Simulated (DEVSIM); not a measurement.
Device: illuminated Si p-on-n cell, one wavelength, at 300 K.

```
layer (left to right)  material  thickness (μm)  Nd (cm⁻³)  Na (cm⁻³)  τn (s)  τp (s)  absorption coefficient (cm⁻¹)
---------------------  --------  --------------  ---------  ---------  ------  ------  -----------------------------
1                            Si           0.170          -     7.9e18  5.6e-8  3.1e-6                          53000
2                            Si            40.0     1.3e17          -  3.1e-6  3.1e-6                          53000
```

Left contact: ohmic, minority electron recombination velocity 7e5 cm/s. Right contact: ohmic, minority hole recombination velocity 7e6 cm/s. Voltage is applied to the left contact. Recombination: SRH at mid-gap, radiative, Auger. Gap narrowing is on: ΔEg = 6.92 meV × (l + √(l² + 0.5)), l = ln(N/1.3e17 cm⁻³), shared equally by both band edges. Light enters at the left, 1.6e18 photons cm⁻² s⁻¹, one pass, no reflection. Mobility is constant in doping.

The device is made up for the run: typed textbook-type constants, with dimensions and the other settings drawn at random. Values at 300 K.

```tsv
parameter	Si
gap (eV)	1.124
affinity (eV)	4.05
permittivity	11.7
Nc (cm⁻³)	2.86e19
Nv (cm⁻³)	3.1e19
μn (cm²/Vs)	1417
μp (cm²/Vs)	470
B (cm³/s)	4.7e-15
Cn (cm⁶/s)	2.8e-31
Cp (cm⁶/s)	9.9e-32
```

Model (solved in DEVSIM): 1D drift-diffusion, Boltzmann statistics, complete ionisation; no tunnelling, impact ionisation, image-force lowering or self-heating.

The photon flux was swept, all else fixed.

```tsv
photon flux (cm^-2 s^-1)	short-circuit current (mA/cm²)	largest power (mW/cm²)	fill factor	open-circuit voltage (V)
4.8e16	7.03	2.96	0.81	0.522
1.6e17	23.4	10.6	0.82	0.553
4.8e17	70.3	33.6	0.82	0.581
1.6e18	234	119	0.83	0.613
4.8e18	703	376	0.83	0.641
1.6e19	2340	1320	0.84	0.672
4.8e19	7030	4150	0.84	0.700
```

From the first row to the last the short-circuit current goes from 7.03 to 7030. From the first row to the last the largest power goes from 2.96 to 4150.
